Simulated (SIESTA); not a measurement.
**Input and output of a self-consistent single point for HgTe (R3m, 2 atoms in the cell) (SIESTA)**

Method of the run: GGA PBEsol, numerical atomic orbitals DZP, PseudoDojo PBEsol standard norm-conserving potentials (rewritten from UPF to PSML) (SIESTA).

Input:

```
# files in the folder: Hg.psml Te.psml (PseudoDojo PBEsol standard)
SystemName  HgTe
SystemLabel HgTe

NumberOfAtoms                2
NumberOfSpecies              2
%block ChemicalSpeciesLabel
  1 80 Hg
  2 52 Te
%endblock ChemicalSpeciesLabel
LatticeConstant              4.545070 Ang
%block LatticeVectors
     0.000000000    0.707106821    0.707106821
     0.707106821    0.000000000    0.707106821
     0.707106821    0.707106821    0.000000000
%endblock LatticeVectors
AtomicCoordinatesFormat      ScaledCartesian
%block AtomicCoordinatesAndAtomicSpecies
     0.006351233    0.006351233    0.006351233  1
     0.353553411    0.353553411    0.353553411  2
%endblock AtomicCoordinatesAndAtomicSpecies

XC.functional                GGA
XC.authors                   PBEsol
PAO.BasisSize                DZP
PAO.EnergyShift              0.01 Ry
MeshCutoff                   300 Ry
%block kgrid.MonkhorstPack
    7   0   0  0.0
    0   7   0  0.0
    0   0   7  0.0
%endblock kgrid.MonkhorstPack
OccupationFunction           FD
ElectronicTemperature        116.05 K

MaxSCFIterations             150
SCF.Mixer.Method             Pulay
SCF.Mixer.Weight             0.2
SCF.Mixer.History            6
SCF.DM.Tolerance             1.0E-05
Diag.ParallelOverK           true
WriteForces                  true
```

Output, abridged:

```
reinit: Reading from file input.fdf

reinit: System Name: HgTe
reinit: System Label: HgTe

coor:   Atomic-coordinates input format  =     Cartesian coordinates
coor:                                          (in units of alat)

siesta: Atomic coordinates (Bohr) and species
siesta:      0.05455   0.05455   0.05455  1        1
siesta:      3.03665   3.03665   3.03665  2        2

siesta: System type = bulk

initatomlists: Number of atoms, orbitals, and projectors:      2    37    58

siesta: ******************** Simulation parameters ****************************
redata: Spin configuration                          = none
redata: Time-Reversal Symmetry                      = T
redata: Number of Atomic Species                    =        2
redata: Mesh Cutoff                                 =   300.0000 Ry
redata: Net charge of the system                    =     0.0000 |e|
redata: Min. number of SCF Iter                     =        0
redata: Max. number of SCF Iter                     =      150
redata: SCF convergence failure will abort job
redata: SCF mix quantity                            = Hamiltonian
redata: Mix DM or H after convergence               =   F
redata: Recompute H after scf cycle                 =   F
redata: Mix DM in first SCF step                    =   T
redata: No kicks to SCF
redata: DM Mixing Weight for Kicks                  =     0.5000
redata: Require Harris convergence for SCF          =   F
redata: Harris energy tolerance for SCF             =     0.000100 eV
redata: Require DM convergence for SCF              =   T
redata: DM tolerance for SCF                        =     0.000010
redata: Require EDM convergence for SCF             =   F
redata: EDM tolerance for SCF                       =     0.001000 eV
redata: Require H convergence for SCF               =   T
redata: Hamiltonian tolerance for SCF               =     0.001000 eV
redata: Require (free) Energy convergence for SCF   =   F
redata: (free) Energy tolerance for SCF             =     0.000100 eV
redata: Using DFT-D3 dispersion                     =   F
redata: Using Saved Data (generic)                  =   F
redata: Method of Calculation                       = Diagonalization
redata: Electronic Temperature                      =   116.0500 K
redata: Number of TDED substeps                     =        3
redata: Dynamics option                             = Single-point calculation
redata: Save all siesta data in one NC              =   F
redata: ***********************************************************************

%block SCF.Mixers
  Pulay
%endblock SCF.Mixers

%block SCF.Mixer.Pulay
  # Mixing method
  method pulay
  variant stable

  # Mixing options
  weight 0.2000
  weight.linear 0.2000
  history 6
%endblock SCF.Mixer.Pulay

DM_history_depth set to one: no extrapolation allowed by default for geometry relaxation
Size of DM history Fstack: 1
Total number of electrons:    36.000000
Total ionic charge:    36.000000

* ProcessorY, Blocksize:    1  38

* Orbital distribution balance (max,min):    37    37

 Kpoints in:          196 . Kpoints trimmed:          172

siesta: k-grid: Number of k-points = 172
siesta: k-points from Monkhorst-Pack grid
siesta: k-cutoff (effective) =    15.908 Ang
siesta: k-point supercell and displacements
siesta: k-grid:     7     0     0      0.000
siesta: k-grid:     0     7     0      0.000
siesta: k-grid:     0     0     7      0.000

diag: Algorithm                                     = D&C
diag: Parallel over k                               =   F
diag: Use parallel 2D distribution                  =   F
diag: Parallel block-size                           = 38
diag: Parallel distribution                         =     1 x     1
diag: Used triangular part                          = Lower
diag: Absolute tolerance                            =  0.100E-15
diag: Orthogonalization factor                      =  0.100E-05
diag: Memory factor                                 =  1.0000

superc: Internal auxiliary supercell:     5 x     5 x     5  =     125
superc: Number of atoms, orbitals, and projectors:    250   4625   7250

                        Single-point calculation

superc: Internal auxiliary supercell:     5 x     5 x     5  =     125
superc: Number of atoms, orbitals, and projectors:    250   4625   7250

outcell: Unit cell vectors (Ang):
        0.000000    3.213850    3.213850
        3.213850    0.000000    3.213850
        3.213850    3.213850    0.000000

outcell: Cell vector modules (Ang)   :    4.545070    4.545070    4.545070
outcell: Cell angles (23,13,12) (deg):     60.0000     60.0000     60.0000
outcell: Cell volume (Ang**3)        :     66.3906
new_DM -- step:     1
Initializing Density Matrix...

Attempting to read DM from file... Failed...
DM filled with atomic data:

InitMesh: MESH = 40 x 40 x 40 = 64000
InitMesh: Mesh cutoff (required, used) =   300.000   321.094 Ry

stepf: Fermi-Dirac step function

        iscf     Eharris(eV)        E_KS(eV)     FreeEng(eV)     dDmax    Ef(eV) dHmax(eV)
   scf:    1    -7294.937750    -7343.053106    -7343.053162  0.847195  0.793711 40.338432
   scf:    2    -7391.223185    -7372.327463    -7372.327463  0.492726 -1.193842 13.750862
   scf:    3    -7376.884366    -7375.128149    -7375.128149  0.315326 -1.808470  3.730371
   scf:    4    -7372.891210    -7374.487517    -7374.487608  0.423156 -2.574733  7.265468
   scf:    5    -7375.732829    -7375.299703    -7375.299703  0.318709 -2.235300  0.695895
   scf:    6    -7375.207684    -7375.258312    -7375.258312  0.038870 -2.326073  1.772871
   scf:    7    -7375.325427    -7375.307766    -7375.307766  0.072851 -2.201107  0.163693
   scf:    8    -7375.308372    -7375.308184    -7375.308184  0.006191 -2.196597  0.001538
   scf:    9    -7375.308184    -7375.308184    -7375.308184  0.000132 -2.195784  0.001700
   scf:   10    -7375.308184    -7375.308184    -7375.308184  0.000091 -2.196486  0.000817
   scf:   11    -7375.308184    -7375.308184    -7375.308184  0.000031 -2.196259  0.000046
   scf:   12    -7375.308184    -7375.308184    -7375.308184  0.000003 -2.196275  0.000024

SCF Convergence by DM+H criterion
max |DM_out - DM_in|         :     0.0000027616
max |H_out - H_in|      (eV) :     0.0000241290
SCF cycle converged after 12 iterations

Using DM_out to compute the final energy and forces

siesta: E_KS(eV) =            -7375.3082

siesta: E_KS - E_eggbox =     -7375.3082

siesta: Atomic forces (eV/Ang):
     1   -0.177393   -0.177393   -0.177393
     2    0.177598    0.177598    0.177597
   Tot    0.000205    0.000205    0.000204
   Max    0.177598
   Res    0.177495    sqrt( Sum f_i^2 / 3N )
   Max    0.177598    constrained

Stress tensor Voigt[x,y,z,yz,xz,xy] (kbar):        9.73        9.73        9.73       -6.23       -6.23       -6.23
(Free)E + p*V (eV/cell)    -7375.7113
Target enthalpy (eV/cell)    -7375.3082

siesta: Program's energy decomposition (eV):
siesta: Ebs     =     -1177.128656
siesta: Eions   =      9073.209187
siesta: Ena     =       801.811588
siesta: Ekin    =      2846.670594
siesta: Enl     =      -642.338328
siesta: Eso     =         0.000000
siesta: Edftu   =         0.000000
siesta: DEna    =        94.194684
siesta: DUscf   =         6.350328
siesta: DUext   =         0.000000
siesta: Ex      =     -1322.261558
siesta: Ec      =       -86.526305
siesta: Exc     =     -1408.787863
siesta: Eharris =     -7375.308184
siesta: Etot    =     -7375.308184
siesta: FreeEng =     -7375.308184

siesta: Atomic forces (eV/Ang):
siesta:      1   -0.177393   -0.177393   -0.177393
siesta:      2    0.177598    0.177598    0.177597
siesta: ----------------------------------------
siesta:    Tot    0.000205    0.000205    0.000204

siesta: Stress tensor (static) (eV/Ang**3):
siesta:     0.006072   -0.003891   -0.003891
siesta:    -0.003891    0.006072   -0.003891
siesta:    -0.003891   -0.003891    0.006072

siesta: Cell volume =         66.390632 Ang**3

siesta: Pressure (static):
siesta:                Solid            Molecule  Units
siesta:          -0.00006613         -0.00011208  Ry/Bohr**3
siesta:          -0.00607164         -0.01029058  eV/Ang**3
siesta:          -9.72783496        -16.48732287  kBar
```

The run converged in 12 iterations.

The starting cell has typed, rounded lattice constants, without a prior relaxation at this level. Its lattice was rescaled by up to half a per cent. One atom was moved a little off its site on purpose. Values carry the incompleteness of an atom-centred basis.
